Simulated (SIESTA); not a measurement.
Worked example: self-consistent single point of Cs (Im-3m, 1 atom in the cell) in SIESTA.

Method of the run: GGA PBEsol, numerical atomic orbitals DZP, PseudoDojo PBEsol standard norm-conserving potentials (rewritten from UPF to PSML) (SIESTA).

The change in words: lattice scaled by 0.98. Reference geometry:
```yaml
crystal:
  lattice:
    - [-3.03475, 3.03475, 3.03475]
    - [3.03475, -3.03475, 3.03475]
    - [3.03475, 3.03475, -3.03475]
  atoms:
    - { symbol: Cs, position: [0.00000, 0.00000, 0.00000] }
```

Reference input (self-consistent single point, DFT, GGA PBEsol, numerical atomic orbitals DZP, PseudoDojo PBEsol standard norm-conserving potentials (rewritten from UPF to PSML)): XC.functional = GGA; XC.authors = PBEsol; potentials = PseudoDojo PBEsol standard; PAO.BasisSize = DZP; PAO.EnergyShift = 0.01 Ry; MeshCutoff = 300 Ry; kgrid.MonkhorstPack = 8 8 8; OccupationFunction = MP; OccupationMPOrder = 0; ElectronicTemperature = 100 meV; MaxSCFIterations = 150; SCF.Mixer.Method = Broyden. This run's input differs from it in these lines:

```diff
@@ -11,5 +11,5 @@
 %block LatticeVectors
-    -5.734846357    5.734846357    5.734846357
-     5.734846357   -5.734846357    5.734846357
-     5.734846357    5.734846357   -5.734846357
+    -5.620149430    5.620149430    5.620149430
+     5.620149430   -5.620149430    5.620149430
+     5.620149430    5.620149430   -5.620149430
 %endblock LatticeVectors
```

Log, with long lists cut:

```
        iscf     Eharris(eV)        E_KS(eV)     FreeEng(eV)     dDmax    Ef(eV) dHmax(eV)
   scf:    1     -635.458398     -635.162807     -635.170364  0.334172 -2.066503  1.812581
   scf:    2     -635.219195     -635.191515     -635.199027  0.024053 -2.102091  1.337319
   scf:    3     -635.249919     -635.224091     -635.231504  0.062704 -2.199304  0.037028
   scf:    4     -635.224138     -635.224117     -635.231526  0.001767 -2.202938  0.004172
   scf:    5     -635.224120     -635.224118     -635.231527  0.000212 -2.203799  0.003154
   scf:    6     -635.224121     -635.224120     -635.231527  0.000149 -2.204448  0.002366
   scf:    7     -635.224122     -635.224121     -635.231528  0.000120 -2.204965  0.001739
   scf:    8     -635.224122     -635.224122     -635.231528  0.000083 -2.205332  0.001287
   scf:    9     -635.224123     -635.224122     -635.231528  0.000064 -2.205602  0.000960
SCF Convergence by DM+H criterion
max |DM_out - DM_in|         :     0.0000644292
max |H_out - H_in|      (eV) :     0.0009601472
SCF cycle converged after 9 iterations

Using DM_out to compute the final energy and forces

siesta: E_KS(eV) =             -635.2241

siesta: E_KS - E_eggbox =      -635.2241

siesta: Atomic forces (eV/Ang):
     1   -0.000000   -0.000000    0.000000
   Tot   -0.000000   -0.000000    0.000000
   Max    0.000000
   Res    0.000000    sqrt( Sum f_i^2 / 3N )
   Max    0.000000    constrained

Stress tensor Voigt[x,y,z,yz,xz,xy] (kbar):       -3.41       -3.41       -3.41        0.00        0.00        0.00
(Free)E + p*V (eV/cell)     -635.0073
Target enthalpy (eV/cell)     -635.2315

siesta: Program's energy decomposition (eV):
siesta: FreeEng =      -635.231528

siesta: Stress tensor (static) (eV/Ang**3):
siesta:    -0.002131    0.000000    0.000000
siesta:     0.000000   -0.002131    0.000000
siesta:     0.000000    0.000000   -0.002131

siesta: Cell volume =        105.222103 Ang**3

siesta: Pressure (static):
siesta:                Solid            Molecule  Units
siesta:           0.00002321          0.00002321  Ry/Bohr**3
siesta:           0.00213144          0.00213144  eV/Ang**3
siesta:           3.41494056          3.41494056  kBar
```

The run converged in 9 iterations. Against the reference run the free energy rises by 8.9 meV/atom and the pressure goes from 0.11 to 0.34 GPa.

The starting cell has typed, rounded lattice constants, without a prior relaxation at this level. Its lattice was rescaled by up to half a per cent. For this run, on top of that: lattice scaled by 0.98. Values carry the incompleteness of an atom-centred basis.
